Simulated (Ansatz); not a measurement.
The starting structures come from a database of crystals and need not be the phases stable at ambient conditions.

By PBEsol, the system below comes out a metal.

A figure of merit of an interconnect metal is its ballistic conductance per area.

Consider the following.

```yaml
crystal:
  lattice:
    - [2.87389, 0.00000, 0.00000]
    - [0.00000, 4.99180, 0.00000]
    - [1.43694, 2.49590, 2.57134]
  atoms:
    - { symbol: Ge, position: [0.81406, 0.75000, 0.50000] }
    - { symbol: Ge, position: [0.18594, 0.25000, 0.50000] }
```

Space group of this cell: Imma. The cell is strained (lengths along the current scaled by 0.97, ions clamped).

The current flows along the normal of the first two printed cell vectors. No spin-orbit coupling; the value is a mean over 0.1 eV about the Fermi level.

Q: Estimate the ballistic conductance per area that PBEsol in Ansatz (a first-principles code) returns for this system.

A: 1.1 × 10¹⁵ S/m² for both spins.
